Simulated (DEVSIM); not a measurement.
System: abrupt Si p-n junction, at 250 K.

```tsv
layer (left to right)	material	thickness (μm)	Nd (cm⁻³)	Na (cm⁻³)	τn (s)	τp (s)
1	Si	5.30	-	1.6e16	0.00016	0.00016
2	Si	2.00	2.6e14	-	0.00016	0.00016
```

Left contact: ohmic. Right contact: ohmic. Voltage is applied to the left contact. Recombination: SRH at mid-gap. Mobility is μmin + (μ − μmin)/(1 + (N/Nref)^α).

This is a model device: material constants are rounded textbook-type values typed into the input, and sizes, dopings and lifetimes were drawn at random. Values at 300 K; Nc and Nv go as T^1.5, mobilities as T to minus their exponent, the gap by Varshni's rule with the affinity fixed.

| parameter | Si |
|---|---|
| gap (eV) | 1.124 |
| affinity (eV) | 4.05 |
| permittivity | 11.7 |
| Nc (cm⁻³) | 2.86e19 |
| Nv (cm⁻³) | 3.1e19 |
| μn (cm²/Vs) | 1417 |
| μp (cm²/Vs) | 470 |
| μn,min | 52 |
| μp,min | 45 |
| Nref,n | 9.7e16 |
| Nref,p | 2.2e17 |
| αn | 0.68 |
| αp | 0.72 |
| T exponent of μn | 2.3 |
| T exponent of μp | 2.2 |
| Varshni α (eV/K) | 0.000473 |
| Varshni β (K) | 636 |

Model (solved in DEVSIM): 1D drift-diffusion, Boltzmann statistics, complete ionisation; no tunnelling, impact ionisation, image-force lowering or self-heating.

The doping Na of layer 1 was swept, all else fixed.

```json
[
 {"doping Na of layer 1 (cm^-3)": "4.8e14", "dark forward voltage at 100 A/cm² (V)": "0.924", "potential step across the device at zero bias (V)": "0.659", "largest field in the device at zero bias (V/cm)": "5700"},
 {"doping Na of layer 1 (cm^-3)": "1.6e15", "dark forward voltage at 100 A/cm² (V)": "?", "potential step across the device at zero bias (V)": "0.685", "largest field in the device at zero bias (V/cm)": "?"},
 {"doping Na of layer 1 (cm^-3)": "4.8e15", "dark forward voltage at 100 A/cm² (V)": "0.823", "potential step across the device at zero bias (V)": "0.709", "largest field in the device at zero bias (V/cm)": "7300"},
 {"doping Na of layer 1 (cm^-3)": "1.6e16", "dark forward voltage at 100 A/cm² (V)": "0.795", "potential step across the device at zero bias (V)": "0.735", "largest field in the device at zero bias (V/cm)": "8900"},
 {"doping Na of layer 1 (cm^-3)": "4.8e16", "dark forward voltage at 100 A/cm² (V)": "0.782", "potential step across the device at zero bias (V)": "0.758", "largest field in the device at zero bias (V/cm)": "12000"},
 {"doping Na of layer 1 (cm^-3)": "1.6e17", "dark forward voltage at 100 A/cm² (V)": "0.774", "potential step across the device at zero bias (V)": "0.784", "largest field in the device at zero bias (V/cm)": "21000"},
 {"doping Na of layer 1 (cm^-3)": "4.8e17", "dark forward voltage at 100 A/cm² (V)": "0.771", "potential step across the device at zero bias (V)": "0.808", "largest field in the device at zero bias (V/cm)": "35000"}
]
```

Q: What belongs in the gaps?

A: 
- 1.6e15, dark forward voltage at 100 A/cm² (V): 0.861
- 1.6e15, largest field in the device at zero bias (V/cm): 6700
